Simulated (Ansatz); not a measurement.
An Ansatz (a first-principles code) input (plane-wave PAW DFT at the PBEsol level (Ansatz, 420 eV), without spin-orbit coupling):

Ansatz 0.2 input:
```yaml
crystal:
  lattice:
    - [2.5937635706, 0, 0]
    - [0, 2.5937635706, 0]
    - [1.2968817853, -1.2968817853, 1.9191534296]
  atoms:
    - { symbol: Rh, position: [0, 0, 0] }
basis: { ecutwfc: 420, ecutrho_ratio: 4, xc_grid: 2, fft_grid_basis: typed }
kpoints: { mp_grid: { grid: [30, 30, 30] } }
hamiltonian:
  xc: pbesol
  dispersion: none
  pseudopotentials: { kind: paw }
scf: { occupations: { method: fermi_dirac, width: 0.1 } }
relax: { f_tol: 0.005, max_steps: 50, cell: { stress_tol: 0.01, fix: [a, b, gamma] } }
output: { forces: true, stress: true }
checkpoint: { write: state.ck, write_every: 1000 }
```

Question: Which symmetry and how many k-points will the program report, and about how many plane waves at Γ?

Answer: Space group I4/mmm (ITA 139) with 16 operations, k-points 1992 of 27000, and 267 plane waves at Γ.

Question: And the final pressure?

Answer: 11.38 GPa (compression positive).

The cells carry an imposed strain or load. Whether these cells are dynamically stable was not tested. All final runs are without spin polarisation. The cell was made from Rh in the fcc (Cu type) structure (space group Fm-3m, No. 225) by this change: biaxial strain −3.00 %, plane normal [001], relaxed out of plane.
